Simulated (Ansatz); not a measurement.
Cubic perovskite KCdF3 was calculated with LDA (PAW; Ansatz, a program for electronic structure).

Run with plane-wave cutoff 520 eV, 8×8×8 k mesh, Fermi–Dirac smearing 0.01 eV, scalar-relativistic PAW data made under PBE.

Pressure at four volumes; x = ln(V/15.947 Å³). One pressure is withheld.

```tsv
V (Å³/atom)	x	P (GPa)
14.990	-0.0619	5.35
15.947	0.0000	0.00
16.584	0.0392	-2.66
16.903	0.0582	?
```

Question: Pass a parabola P(x) through the three rows shown, estimate the bulk modulus and its pressure derivative near zero pressure, and predict the withheld pressure.

Answer: Slopes between the rows: (0.00 − (5.35))/(0.0000 − (-0.0619)) = -86.43 and (-2.66 − (0.00))/(0.0392 − (0.0000)) = -67.86 GPa. Their difference over the span 0.1011 is c = 18.57/0.1011 = 183.7 GPa, so P(x) = 5.35 + (-86.43)(x − (-0.0619)) + 183.7 (x − (-0.0619))(x − (0.0000)). At the middle row B = −dP/dx = −[-86.43 + 183.7 × 0.0619] = 75.1 GPa, and B′ = dB/dP = 2c/B = 4.9. At x = 0.0582 the parabola gives -3.75 GPa; the run gives -3.77 GPa. The Birch–Murnaghan fit to the energies at all volumes has B0 = 74.4 GPa and B′ = 4.9.

Note: the relaxation could not lower the start's symmetry, so the cell can be a saddle point above a distorted one.
